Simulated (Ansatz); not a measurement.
1T (CdI2-type) PtTe2, treated with rVV10 (Ansatz, a program for electronic structure, plane waves, PAW).

### Question
Give the computed interlayer binding energy, layer repeat distance and gap between the layers.

### Answer

- interlayer binding energy = 37.0 meV/Å²
- layer repeat distance = 5.414 Å
- gap between the layers = 2.628 Å

Spin–orbit coupling is not included.

Computed values are for the static lattice.
